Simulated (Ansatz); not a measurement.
Consider SiC in the wurtzite structure (space group P6_3mc, No. 186; a = 3.075 Å, c = 5.049 Å). Axes: x lies along a and z along c of the hexagonal cell.

The values are results of r2SCAN, PAW, 500 eV (Ansatz, a quantum-chemistry and plane-wave program; no SOC), earlier PAW set, not measurements.

For the base:

| Quantity | Value |
|---|---|
| Valence-band top at Γ | 0.00, 0.00, -0.11 eV |
| Width of the top valence band | 4.03 eV |
| Smallest direct gap | 4.48 eV |
| Electron mass | 0.26 mₑ along c, 0.43 mₑ across (at K) |

Now apply this change: compressive biaxial strain of 2.84 % in the plane normal to [001], as in epitaxy on a mismatched substrate; the out-of-plane cell vector and the atoms relax.

Q: How does this affect the valence-band top at Γ?

A: The valence-band top at Γ (three highest levels, from the VBM) goes from 0.00, 0.00, -0.11 eV to 0.00, 0.00, -0.51 eV.

Q: What happens to the ratio −ε⊥/ε∥?

A: The ratio −ε⊥/ε∥ comes out as 0.19.

Q: Predict the new width of the top valence band.

A: The width of the top valence band increases by 0.40 eV (4.03 eV → 4.43 eV).

Q: What happens to the smallest direct gap?

A: The smallest direct gap grows by 0.39 eV to 4.87 eV.

Q: Estimate the effect on the electron mass.

A: The electron mass becomes 0.26 mₑ out of plane, 0.41 mₑ in plane (at K) (base: 0.26 mₑ along c, 0.43 mₑ across (at K)).

Effective masses come from finite differences of ±0.01 Å⁻¹. No phonon test of stability was made.
